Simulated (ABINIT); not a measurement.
Convergence study of the plane-wave cutoff for CuAu (P4mm, 2 atoms in the cell)

```xyz
2
Lattice="2.8140 0.0000 0.0000 0.0000 2.8140 0.0000 0.0000 0.0000 3.6883" Properties=species:S:1:pos:R:3 pbc="T T T"
Cu     0.0000     0.0000     0.0500
Au     1.4070     1.4070     1.8442
```

Computed with PBEsol, PAW (JTH v2.0 PBE PAW, files made for PBE) (plane waves; ABINIT).

Base settings: pseudos = [Cu.GGA_PBE-JTH.xml, Au.GGA_PBE-JTH.xml]; ecut = 30 Ha; pawecutdg = 60 Ha; pawxcdev = 0; ixc = -116133; occopt = 3; tsmear = 0.00367493 Ha; ngkpt = 4 4 3; nshiftk = 1; shiftk = 0 0 0.

Moved along: pawecutdg.

The second cell is the first with its lattice scaled by 0.98.

The mesh stays at the base's, so the ladder's end is converged at best in this setting alone.

Only quantities that move along the ladder and can be compared are tabulated.

The count of work is k-points × plane waves × bands × iterations; it is no time. Core times come from one kind of shared machine, to one figure; runs under 30 s give none.

The starting cell has typed, rounded lattice constants, without a prior relaxation at this level. Its lattice was rescaled by up to half a per cent. One atom was moved a little off its site on purpose. Spin polarisation is off. The potentials were made for another functional than the one used. Without a gap this mesh is coarse (it stands for a supercell whose shortest vector is 11 Å).

```csv
ecut,free energy less the last step's (meV/atom),energy of the compressed cell less the first (meV/atom),pressure (GPa),largest difference of a force vector from the last step's (eV/Å),count of work / last,core time / last (rough)
10 Ha,990.27,56.12,-66.88,0.011,0.040,–
12 Ha,211.86,22.17,-8.86,0.016,0.059,–
14 Ha,157.08,15.86,-3.12,0.000,0.074,0.2
15 Ha,144.84,15.78,-3.99,0.001,0.092,–
16 Ha,124.78,15.58,-5.06,0.001,0.086,–
18 Ha,73.68,15.02,-5.74,0.002,0.15,0.2
21 Ha,22.39,14.29,-3.95,0.003,0.15,0.2
27 Ha,9.48,14.03,-2.73,0.006,0.23,0.3
30 Ha,6.66,14.14,-2.87,0.004,0.22,0.3
36 Ha,1.81,14.07,-2.71,0.002,0.49,0.4
45 Ha,0.96,13.98,-2.66,0.001,0.71,0.6
60 Ha,0.17,13.94,-2.63,0.000,0.69,0.5
72 Ha,0.00,13.95,-2.63,0.000,1.0,1
```

Coarsest ecut that holds the pressure within 1 GPa of the last step, with all finer ones: 27 Ha, at 0.23 of the last step's count of work and about 0.3 of the last step's time; the step before is off by 1.3 GPa.

Coarsest ecut that holds the forces within 0.005 eV/Å of the last step, with all finer ones: 30 Ha, at 0.22 of the last step's count of work and about 0.3 of the last step's time; the step before is off by 0.006 eV/Å.

Coarsest ecut that holds the energy of the compressed cell less the first within 0.5 meV/atom of the last step, with all finer ones: 21 Ha, at 0.15 of the last step's count of work and about 0.2 of the last step's time; the step before is off by 1.1 meV/atom.

The energy difference between the two cells stays within 1 meV/atom of the last step's from 21 Ha on, the total only from 45 Ha on: much of the error is common to both cells and cancels.

Two neighbours can agree and both be off: 14 Ha and 15 Ha differ by 0.08 meV/atom in the energy of the compressed cell less the first, yet lie about 1.8 meV/atom from the last step.

At the lowest cutoff the pressure lies 64.2 GPa under the last step's, the usual sign of Pulay stress in an incomplete plane-wave basis.
